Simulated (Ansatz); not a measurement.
# Effect of uniaxial strain ε_xx = +0.75 % on ZnGeP2

Base system: ZnGeP2 in the chalcopyrite structure (space group I-42d, No. 122; a = 5.4243 Å, c = 10.7097 Å). Axes: x, y, z lie along a, b, c of the conventional cell.

It is then changed as follows: uniaxial strain ε_xx = +0.75 %, all other strain components held at zero; the atoms relax in the strained cell.

All numbers come from Ansatz (a first-principles code), PBEsol, PAW, cutoff 420 eV, no SOC. Settings: 9×9×9 k-points, 0.05 eV Fermi–Dirac smearing.

| quantity | base | changed | shift |
|---|---|---|---|
| space group | I-42d (No. 122) | I2_12_12_1 (No. 24) | – |
| shortest interatomic distance | 233.4 pm | 233.8 pm | +0.4 pm |
| energy relative to the base (free energy F) | 0 meV/atom | +0.4 meV/atom | +0.4 meV/atom |
| pressure (mean of the normal stresses, compression positive) | 0.00 GPa | -0.61 GPa | -0.61 GPa |
| band gap | 1.07 eV | 1.05 eV | -0.02 eV |
| gap character | – | indirect, Γ → X–F₂ (33 % along) | – |
| smallest direct gap | 1.24 eV | 1.23 eV | -0.01 eV |
| electron mass | – | 0.98 mₑ along y, 0.27 mₑ across (off the special points) | – |
| hole mass | 0.096 mₑ along c, 0.33 mₑ across (at Γ) | 0.093 mₑ along z, 0.33 mₑ across (at Γ) | – |
| valence-band top at Γ (three highest levels, from the VBM) | 0.00, -0.07, -0.07 eV | 0.00, -0.07, -0.12 eV | – |
| stress (xx, yy, zz, yz, xz, xy; compression positive) | – | (-0.97, -0.43, -0.44, 0.00, 0.00, 0.00) GPa | – |

Final structure:

```
CELL_PARAMETERS angstrom
     -2.73248     2.71213     5.35485
      2.73248    -2.71213     5.35485
      2.73248     2.71213    -5.35485
ATOMIC_POSITIONS crystal
  Zn 0.00016 0.00016 0.00000
  Zn 0.74984 0.24984 0.50000
  Ge 0.49990 0.49990 0.00000
  Ge 0.25010 0.75010 0.50000
  P  0.87500 0.87270 0.49770
  P  0.12656 0.62500 0.00156
  P  0.37500 0.37730 0.50230
  P  0.62344 0.12500 0.99844
```

Masses are band curvatures over ±0.01 Å⁻¹ around the edge. Whether these cells are dynamically stable was not tested. k-point labels follow each cell's own Brillouin zone.
